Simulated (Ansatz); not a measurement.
A computed series for KTaO3: response to strain

Take KTaO3 in the cubic perovskite structure (space group Pm-3m, No. 221; a = 3.989 Å) as the base.

Strains are applied to the cell and any free atomic positions relax.

All numbers come from DFT with r2SCAN, PAW potentials and a 500 eV plane-wave cutoff in Ansatz (a program for electronic structure), no SOC, earlier PAW set.

```tsv
isotropic strain (%)	band gap (eV)
-1.22	2.74
0	2.64
1.29	?
5.4	2.20
```

Fit E_g = E₀ + Dε (ε in %) to the rows shown and predict the withheld row.

Least squares on the printed values gives E₀ = 2.64 eV, D = -81.5 meV per % of strain (largest residual 0.00 eV); this predicts 2.54 eV, and the run gives 2.54 eV, in agreement.

With Ta present, leaving out spin-orbit coupling can change the band edges. Stability against distortions was not tested.
